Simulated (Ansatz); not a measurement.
The starting structures come from a database of crystals and need not be the phases stable at ambient conditions.

Input:

```
Tl2WO4
1.0
    6.50410     0.00000     0.00000
   -3.25205    10.36789     0.00414
    3.25205     3.05828     4.73016
Tl W O
4 2 8
Direct
  0.51896   0.18562   0.14771
  0.48104   0.81438   0.85229
  0.50000   0.50000   0.50000
  0.00000   0.00000   0.00000
  0.02143   0.68810   0.64523
  0.97857   0.31190   0.35477
  0.05854   0.24181   0.57491
  0.94146   0.75819   0.42509
  0.60837   0.24181   0.57491
  0.39163   0.75819   0.42509
  0.05854   0.24181   0.12474
  0.94146   0.75819   0.87526
  0.18344   0.51677   0.14989
  0.81656   0.48323   0.85011
```

Space group of this cell: P-3m1. The cell was relaxed by PBE-D3(BJ); by r2SCAN its mean pressure is -3.9 GPa.

Transport runs along the normal of the first two printed cell vectors, the (101) plane of the conventional cell.

The gap is the functional's own. No spin-orbit coupling. Mid-gap values are interpolated on the energy grid.

Problem. Compute, with Ansatz (a quantum-chemistry and plane-wave program) with r2SCAN, the band gap and the smallest decay constant κ at mid-gap.

Solution. Gap 3.70 eV on a 6×6×6 mesh; κ = 0.386 1/Å, at (0.000, 0.500) of the in-plane reciprocal vectors. At the zone centre, at the nearest computed energy, the slowest state has κ = 0.41 1/Å.
